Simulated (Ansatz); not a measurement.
Take HfO2 (space group P4_2/nmc, No. 137; a = 3.6048 Å, c = 5.2650 Å) as the base.

Calculations: Kohn–Sham DFT with the PBE functional, run in Ansatz (a first-principles code) with PAW and 420 eV plane waves, spin-orbit coupling left out, earlier PAW set.

Base values:

| Quantity | Result |
|---|---|
| Band gap | 4.67 eV |
| Shortest interatomic distance | 207.0 pm |
| Density | 10.22 g/cm³ |

It is then changed as follows: cell and atoms relaxed at a pressure of 100 GPa.

Problem. What does the calculation give for the band gap after the change?

Solution. The band gap decreases by 0.42 eV to 4.25 eV.

Problem. What does the calculation give for the shortest interatomic distance after the change?

Solution. The shortest interatomic distance drops by 3.5 pm, from 207.0 pm to 203.5 pm.

Problem. How does this affect the density?

Solution. The density grows by 3.25 g/cm³ to 13.47 g/cm³.

Spin-orbit coupling, missing from the scalar runs, can matter with Hf. Load acts through the strain it causes; cell and atoms are relaxed under it. Stability against distortions was not tested. No other phases were tried under pressure. Along this pressure series the structure jumps between pressure 50 GPa and pressure 75 GPa; cells beyond that are another form of it. This is not the structure that HfO2 has at room temperature and ambient pressure.
